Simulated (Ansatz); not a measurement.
ErVO₄ (I4₁/amd, No. 141), treated with PBEsol in Ansatz (PAW).

Run with plane-wave cutoff 520 eV, 8×8×8 k mesh, Fermi–Dirac smearing 0.01 eV, spin-polarised with parallel moments, scalar-relativistic PAW data made under PBE.

Computed at the level's own relaxed cell.

Predict the equilibrium lattice constant a, band gap, Γ–Γ gap and bulk modulus.


equilibrium lattice constant a: 7.081 Å
band gap: 0.51 eV (on the SCF k mesh)
Γ–Γ gap: 0.60 eV
bulk modulus: 134 GPa

Note: the magnetic order was assumed, not searched for or taken from measurement; the 4f shell is treated without U or exact exchange, so its levels and filling can be wrong; the bulk modulus is −V dP/dV from two relaxed cells at ±2 % in volume; without U or exact exchange, gaps and moments of open d shells tend to come out too small.

Spin–orbit coupling is not included.

The computed numbers hold no vibrational or temperature effects.

Ansatz is an electronic-structure program.
